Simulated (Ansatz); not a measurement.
The reference is an 8-atom supercell of GaP in the zinc blende structure (space group F-43m, No. 216; a = 5.4390 Å) at its relaxed geometry.

The values are results of DFT with PBEsol, PAW potentials and a 420 eV plane-wave cutoff in Ansatz (a first-principles code), no spin-orbit coupling, earlier PAW set, not measurements.

Base values:

The pressure comes out as 0.0 GPa.

Modification: a neutral P vacancy, atoms relaxed at fixed cell, starting from a slightly rattled geometry.

How does this affect the largest displacement of a host atom from its site in the perfect cell and pressure?

The largest displacement of a host atom from its site in the perfect cell is 0.52 Å; the pressure goes from zero to -4.0 GPa.

The magnetic state is the one reached from the starting moments; the real material's order can differ, and small cells can't hold many antiferromagnetic ones. In so small a cell the defect repeats every few ångströms: this is an ordered compound, not a dilute defect. A case with no gap was solved on a k-mesh chosen for an insulator, which is coarse for it. Seeded moments were not kept for P vacancy. The defect cell is spin-polarised and ends with 0.0 μB.
